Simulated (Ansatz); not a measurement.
# Mg₂F (model structure, started from the Ca2N type, R-3m, No. 166, 3 atoms in the cell)

Method: r²SCAN (PAW; Ansatz, a quantum-chemistry and plane-wave program).

Run with plane-wave cutoff 560 eV, 20×20×20 k mesh, Fermi–Dirac smearing 0.05 eV, scalar-relativistic PAW data made under PBE.

Cell (relaxed at this level):

```
CELL_PARAMETERS angstrom
      1.56213     0.90190     5.82236
     -1.56213     0.90190     5.82236
      0.00000    -1.80380     5.82236
ATOMIC_POSITIONS crystal
  Mg 0.76046 0.76046 0.76046
  Mg 0.23954 0.23954 0.23954
  F  0.00000 0.00000 0.00000
```

| Item | Result |
|---|---|
| band gap | none |
| bulk modulus | 51.1 GPa |

Note: the bulk modulus is −V dP/dV from two relaxed cells at ±2 % in volume; the relaxation could raise the start's symmetry but not lower it, so the cell can be a saddle point.

Computed values are for the static lattice.

Computing time: about 20 core-minutes (a rough figure).

A model structure was made by putting elements into a prototype or built by hand; it is no filed structure, need not be a known phase, and can be a saddle point held by its symmetry.
